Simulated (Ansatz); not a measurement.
Start from CdTe in the wurtzite structure (space group P6_3mc, No. 186; a = 4.632 Å, c = 7.597 Å; a cell from a computed database, its experimental status unchecked). Axes: x lies along a and z along c of the hexagonal cell.

Calculations: r2SCAN (Ansatz, a program for electronic structure, PAW, no SOC), earlier PAW set.

The change: every lattice vector is stretched by 0.77 %; the atoms relax in the strained cell.

Q: Predict the stress tensor and what it implies for the stiffness.

A: Stress of the strained cell less that of the base (GPa, compression positive):
```
  -0.87    0.00    0.00
   0.00   -0.87    0.00
   0.00    0.00   -0.88
```

Then B = −ΔP/(ΔV/V₀) with ΔV/V₀ = 0.0233 gives secant stiffness values (nonlinear terms included at this strain): B (at held cell shape, above the free-shape value) ≈ 38 GPa.

Stability against distortions was not tested. This is not the structure that CdTe has at room temperature and ambient pressure.
